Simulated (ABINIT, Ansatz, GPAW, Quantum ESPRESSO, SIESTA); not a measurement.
# One structure in several programs: Zr2Au (I4/mmm, 3 atoms in the cell)

Self-consistent single point, at a second geometry (lattice scaled by 0.98). First geometry:

```
CELL_PARAMETERS angstrom
     -1.65018     1.65018     5.82547
      1.65018    -1.65018     5.82547
      1.65018     1.65018    -5.82547
ATOMIC_POSITIONS crystal
  Zr 0.65970 0.65970 0.00000
  Zr 0.34030 0.34030 0.00000
  Au 0.00000 0.00000 0.00000
```

Shared settings, as Ansatz (a quantum-chemistry and plane-wave program) writes them: kpoints.mp_grid.grid = 10 10 10; scf.occupations.method = fermi_dirac; scf.occupations.width = 0.05 eV. Potentials and cutoffs stand in the table.

| code | model | ΔF from the first geometry (meV/atom) | pressure (GPa) | largest force (eV/Å) | cutoff |
|---|---|---|---|---|---|
| Ansatz | PBEsol, PAW files made with PBE | -0.5 | 4.12 | 0.027 | default |
| Quantum ESPRESSO | PBEsol, GBRV 1.5 ultrasoft (PBESOL) pseudopotentials | -1.9 | 3.90 | 0.025 | 40 Ry |
| ABINIT | PBEsol, PAW (JTH v2.0 PBE PAW, files made for PBE) | -0.6 | 4.09 | 0.027 | 26 Ha |
| GPAW | PBEsol, GPAW PAW datasets PBEsol (made by gpaw-setup) | -0.2 | 3.94 | 0.060 | 550 eV |
| SIESTA | GGA PBEsol, numerical atomic orbitals TZP, PseudoDojo PBEsol standard norm-conserving potentials (rewritten from UPF to PSML) | -8.0 | 3.27 | 0.020 | grid 350 Ry |

On Ansatz's run: spin-orbit coupling is off.

The spread over the programs that give each value: ΔF from the first geometry within 7.8 meV/atom; pressure within 0.85 GPa; largest force within 0.040 eV/Å.

SIESTA uses small atom-centred bases, whose incompleteness enters pressures, forces and empty levels differently from a plane-wave cutoff. Ansatz's pressure is given at a fixed set of plane waves, as the other plane-wave codes print theirs.

The starting cell comes from a database of computed structures (which also holds hypothetical and non-ambient phases and stackings), without a prior relaxation at this level. For this run, on top of that: lattice scaled by 0.98.

Left out of this page: FLEUR (unsound by tests on forces, stress, charge or solver warnings).

Keys are those of Ansatz 0.2.
